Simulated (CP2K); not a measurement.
A self-consistent single point of Ga2CoS4 (P1, 7 atoms in the cell) with CP2K.

Computed with LDA (Pade form), GPW, DZVP-MOLOPT-SR-GTH basis, GTH-PADE potentials (GTH_POTENTIALS) in CP2K 2026.2.

The change in words: atoms moved at random. Reference geometry:
```xyz
7
Lattice="6.5643 0.0000 0.0000 2.1492 6.2025 0.0000 -4.3567 -3.1013 3.8067" Properties=species:S:1:pos:R:3 pbc="T T T"
Ga     4.3567     3.1013     0.0000
Ga     1.0746     3.1013     1.9034
Co     0.0000     0.0000     0.0000
S     -2.2253     0.7881     3.7631
S      1.1299     0.7507     1.8742
S      4.3728     0.7406     0.0437
S      5.4360     3.9231     1.9326
```
Moments meant for the start (each program seeds them in its own way; μB, in the order of the atoms Ga Ga Co S S S S): 0.0 0.0 3.0 0.0 0.0 0.0 0.0.

Reference input (self-consistent single point, DFT LDA (Pade form), GPW, DZVP-MOLOPT-SR-GTH basis, GTH-PADE potentials (GTH_POTENTIALS)): UKS = T; CUTOFF = 600 Ry; REL_CUTOFF = 60 Ry; SMEAR/METHOD = FERMI_DIRAC; ELECTRONIC_TEMPERATURE = 580.23 K; KPOINTS/SCHEME = MONKHORST-PACK 3 3 3; XC_FUNCTIONAL = PADE; Ga/BASIS_SET = DZVP-MOLOPT-SR-GTH-q13; Ga/POTENTIAL = GTH-PADE-q13; Co/BASIS_SET = DZVP-MOLOPT-SR-GTH-q17; Co/POTENTIAL = GTH-PADE-q17; S/BASIS_SET = DZVP-MOLOPT-SR-GTH-q6. This run's input differs from it in these lines:

```diff
@@ -72,9 +72,9 @@
       SCALED
-      Ga       0.50000000     0.50000000     0.00000000
-      Ga       0.25000000     0.75000000     0.50000000
-      Co       0.00000000     0.00000000     0.00000000
-      S        0.11366000     0.62133000     0.98853000
-      S        0.37867000     0.36720000     0.49233000
-      S        0.63280000     0.12513000     0.01147000
-      S        0.87487000     0.88634000     0.50767000
+      Ga       0.50943400     0.49946800     0.00234300
+      Ga       0.25013100     0.74468700     0.49890200
+      Co       0.00341200     0.00897900     0.00722100
+      S        0.11680600     0.61810500     0.98949800
+      S        0.37636700     0.35675100     0.48712600
+      S        0.63155000     0.13670700     0.01773700
+      S        0.86230000     0.88530300     0.49717400
     &END COORD
```

Output, abridged:

```
 SCF WAVEFUNCTION OPTIMIZATION

  Step     Update method      Time    Convergence         Total energy    Change
     1 NoMix/Diag. 0.30E+00      -     0.83452413      -335.7407924877 -3.36E+02
     2 Broy./Diag. 0.30E+00      -     0.08388367      -334.4704726631  1.27E+00
     3 Broy./Diag. 0.30E+00      -     0.05160692      -336.2993506398 -1.83E+00
     4 Broy./Diag. 0.30E+00      -     0.06650602      -335.1119191112  1.19E+00
     5 Broy./Diag. 0.30E+00      -     0.00724307      -335.7126189003 -6.01E-01
     6 Broy./Diag. 0.30E+00      -     0.02110350      -335.5036694165  2.09E-01
   [... 30 lines left out ...]
    37 Broy./Diag. 0.30E+00      -     0.00000011      -335.5284743087 -4.00E-07
    38 Broy./Diag. 0.30E+00      -     0.00000013      -335.5284748814 -5.73E-07
    39 Broy./Diag. 0.30E+00      -     0.00000011      -335.5284739507  9.31E-07
    40 Broy./Diag. 0.30E+00      -     0.00000004      -335.5284738084  1.42E-07
  *** SCF run converged in    40 steps ***

  Overlap energy of the core charge distribution:               0.00000000102747
  Self energy of the core charge distribution:               -520.95504978120516
  Core Hamiltonian energy:                                    143.79149831296050
  Hartree energy:                                              85.12335780230217
  Exchange-correlation energy:                                -43.48808389863836
  Electronic entropic energy:                                  -0.00019624484429
  Fermi energy:                                                 0.13400739192011

  Total energy:                                              -335.52847380838716
  Total energy (extrapolated to T->0):                       -335.52837568596499

   [... lines left out ...]

 STRESS| Analytical stress tensor [bar]
 STRESS|                        x                   y                   z
 STRESS|      x       -8.48760910185E+04   6.29061885385E+03   4.74389331358E+03
 STRESS|      y        6.29061885385E+03  -8.04418097229E+04   1.06627027076E+03
 STRESS|      z        4.74389331358E+03   1.06627027076E+03  -7.54096321014E+04
 STRESS| 1/3 Trace                                            -8.02425109476E+04
```

The run converged in 40 iterations. Against the reference run the free energy goes up by 14.5 meV/atom, the pressure stays near -8.02 GPa while the zz stress (positive for compression) goes from -8.07 to -7.54 GPa, the largest force goes from 0.493 to 0.855 eV/Å, the gap on the mesh hardly changes (0.303 to 0.298 eV) and the size of the net moment stays at 0.43 μB/atom.

The starting cell comes from a database of computed structures (which also holds hypothetical and non-ambient phases and stackings), without a prior relaxation at this level. Its lattice was rescaled by a random factor within 2.5 % of one. For this run, on top of that: atoms moved at random. With one magnetic atom in the cell only a parallel order is possible. Values carry the incompleteness of an atom-centred basis. With a pressure of about -8 GPa the cell is away from its equilibrium volume at this level.

Cost on one core of a shared machine: roughly 8 min.
